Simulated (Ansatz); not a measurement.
A relaxation of cell and atoms of LaBi (F-43m, 2 atoms in the cell) with Ansatz (a program for electronic structure).

Method of the run: PBEsol, default PAW files made with PBE (plane waves; Ansatz).

```yaml
crystal:
  lattice:
    - [0.00000, 3.82899, 3.82899]
    - [3.82899, 0.00000, 3.82899]
    - [3.82899, 3.82899, 0.00000]
  atoms:
    - { symbol: Bi, position: [0.25000, 0.25000, 0.25000] }
    - { symbol: La, position: [0.00000, 0.00000, 0.00000] }
```

Reference input (self-consistent single point, DFT, PBE, plane waves, default PAW files): basis.ecutwfc = 420 eV; kpoints.mp_grid.grid = 6 6 6; hamiltonian.xc = pbe; hamiltonian.pseudopotentials = {kind: paw} (the program's default PAW files); scf.occupations.method = methfessel_paxton; scf.occupations.width = 0.272 eV. This run's input differs from it in these lines:

Ansatz 0.2 input:
```diff
@@ -14,3 +14,3 @@
 hamiltonian:
-  xc: pbe
+  xc: pbesol
   pseudopotentials: { kind: paw }
@@ -18,2 +18,4 @@
   occupations: { method: methfessel_paxton, width: 0.272 eV }
+relax:
+  cell: {}
 output:
```

The program printed (abridged):

```
   [... SCF lines of the steps left out ...]
relax step   1: F+E_penalty+E_count = -18403.95801791 eV  Δ(F+E_penalty+E_count) = +0.000e0 eV  max|allowed force component| = 1.388e-17 eV/Å  Δτ_max = 0.0000 Å  P = -3.468 GPa  Ω = 112.275 Å³  (6 SCF iters, dr2 threshold 1.00e-7 eV, accepted)
relax step   2: F+E_penalty+E_count = -18404.14439372 eV  Δ(F+E_penalty+E_count) = -1.864e-1 eV  max|allowed force component| = 2.082e-17 eV/Å  Δτ_max = 0.0000 Å  P = +0.135 GPa  Ω = 96.720 Å³  energy of the carried Pulay correction = +7.619e-4 eV  [...]
relax step   3: F+E_penalty+E_count = -18404.14452426 eV  Δ(F+E_penalty+E_count) = -1.305e-4 eV  max|allowed force component| = 1.388e-17 eV/Å  Δτ_max = 0.0000 Å  P = -0.035 GPa  Ω = 97.226 Å³  energy of the carried Pulay correction = +7.353e-4 eV  [...]
relax step   4: F+E_penalty+E_count = -18404.14371752 eV  Δ(F+E_penalty+E_count) = +8.067e-4 eV  max|allowed force component| = 1.850e-17 eV/Å  Δτ_max = 0.0000 Å  P = -0.035 GPa  Ω = 97.226 Å³  stress off target by 3.45e-2 GPa  SCF on the basis [...]
basis re-selected at this cell: Δ(F+E_penalty+E_count) = +8.067e-4 eV, ΔP = +0.000 GPa vs the last step
the relaxation is at rest under the 24 symmetry operations that the run kept from its start: a minimum is not shown …
Stability not checked (fill_not_monotonic)
Free energy (F): -18404.143718 eV
Internal energy: -18404.144872 eV  (E = F + TS)
   [... lines left out ...]
Fermi energy:    6.563681 eV
   [... lines left out ...]
  cell:  # Å, volume = 97.2260 Å³
    - [-2.9043620587504864e-33, 3.6496462475449096, 3.6496462475449096]
    - [3.6496462475449096, -2.7515008977636187e-33, 3.6496462475449096]
    - [3.6496462475449096, 3.6496462475449096, 2.3948248554609272e-33]
  atoms:
    - { symbol: Bi, position: [0.25, 0.25, 0.25] }
    - { symbol: La, position: [7.963949454603376e-35, 1.4670433205848326e-34, 1.0478880861320232e-34] }
```

The run converged. 

Summary of the result:
- Free energy E − TS (on the zero of these files): -18404.1437 eV
- Gap on the k-point mesh: 1.17 eV
- Pressure: -0.03 GPa
- Final cell: a = b = c = 5.1614 Å, α = β = γ = 60.00°
- Final volume per atom: 48.61 Å³
- Relaxation steps: 4

The starting cell was generated: these elements placed on a structure prototype, without a prior relaxation; it need not be a known phase or ordering of this composition. Spin-orbit coupling is off. The relaxation keeps the symmetry of its start, so its end need not be a minimum. Ansatz's pressure includes its estimate of the finite-basis (Pulay) stress.
